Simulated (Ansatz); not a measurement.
An Ansatz (an electronic-structure program) run: SiS2 with a change (biaxial strain +3.54 %, plane normal [001], relaxed out of plane); r2SCAN (Ansatz), scalar-relativistic without spin-orbit coupling.

Input:

Ansatz 0.2 input:
```yaml
crystal:
  lattice:
    - [0, 0, -5.543338102]
    - [-6.0085082793, 0, 0]
    - [3.0042541396, 5.1209973402, 2.771669051]
  atoms:
    - { symbol: S, position: [0.8885217084, 0.0805537078, 0.7770434169] }
    - { symbol: S, position: [0.3885217084, 0.696489709, 0.7770434169] }
    - { symbol: S, position: [0.6114782916, 0.303510291, 0.2229565831] }
    - { symbol: S, position: [0.1114782916, 0.9194462922, 0.2229565831] }
    - { symbol: Si, position: [0.25, 0, 0] }
    - { symbol: Si, position: [0.75, 0, 0] }
basis: { ecutwfc: 500, ecutrho_ratio: 4, xc_grid: 4, fft_grid_basis: typed }
kpoints: { mp_grid: { grid: [8, 8, 8] } }
hamiltonian:
  xc: r2scan
  dispersion: none
  pseudopotentials: { kind: paw }
scf: { occupations: { method: fermi_dirac, width: 0.05 }, convergence: { dr2_threshold: 0.0000000006 } }
output: { forces: true, stress: true }
checkpoint: { write: state.ck, write_every: 1000 }
```

Output (explanatory and most iteration lines left out):

```
Pseudopotential: S, paw, valence charge 6
Pseudopotential: Si, paw, valence charge 4
Crystal: 6 atoms, lattice volume = 170.566 Å³
Basis set: ecut = 500 eV, 4311 PW (Γ), exchange–correlation on 180×180×192 points (64 copies of the dense FFT grid, shifted against one another)
Bands: 22, of which v1, the nominal top of the filled ones, is band 16 counted from 1 (15 counted from 0)
Symmetry: 8 space group operations
Space group: Ibam (ITA 72), of the structure as read, at distance tolerance 5.5e-5 Å
k-points: 95 of 512
Functional: x = r2scan, c = r2scan; τ floored in thin density (d = 2e-4 eV/Å³)
SCF iter   1: F=—  HF=-4905.888664 eV  |F-HF|=—  |Δ(HF+E_count)|=         —  Δρ=4.26e-3  dr2=4.95e-2  dr2_τ=1.02e-1  ethr=1.77e-3  ⟨swp⟩=7.7  Hψ=13577  notcnv=0
SCF iter   2: F=—  HF=-4905.945285 eV  |F-HF|=—  |Δ(HF+E_count)|=   5.66e-2  Δρ=2.63e-3  dr2=1.14e-2  dr2_τ=1.75e-4  ethr=1.55e-4  ⟨swp⟩=3.0  Hψ=4751  notcnv=0  defer=155
SCF 1 converged in 8 iterations: F = -4905.941741 eV  dr2 = 1.97e-10
SCF converged after 8 iterations
Free energy (F): -4905.941741 eV
Internal energy: -4905.941741 eV  (E = F + TS)
E sigma→0 (E₀):  -4905.941741 eV
Fermi energy:    3.098630 eV
--- Forces (eV/Å), atoms counted from 1 ---
  atom   1  S      0.00010920     0.00002721     0.00000000
  atom   2  S     -0.00010920     0.00002721     0.00000000
  atom   3  S      0.00010920    -0.00002721     0.00000000
  atom   4  S     -0.00010920    -0.00002721     0.00000000
  atom   5  Si     0.00000000     0.00000000     0.00000000
  atom   6  Si     0.00000000     0.00000000     0.00000000
--- Stress (GPa, compression-positive) ---
       -0.262256       0.000000      -0.000000
        0.000000      -0.288938       0.000000
        0.000000       0.000000      -0.000828
  P = ⅓ Tr σ = -0.1840 GPa (-1.840 kbar)
```

A biaxial case was relaxed in a doubled cell and then solved in the primitive one. Whether these cells are dynamically stable was not tested. The cell was made from SiS2 (space group Ibam, No. 72; made of chains) by this change: biaxial strain +3.54 %, plane normal [001], relaxed out of plane. No dispersion term is included, though the crystal is made of layers, chains or molecules, so its spacings can come out too wide.
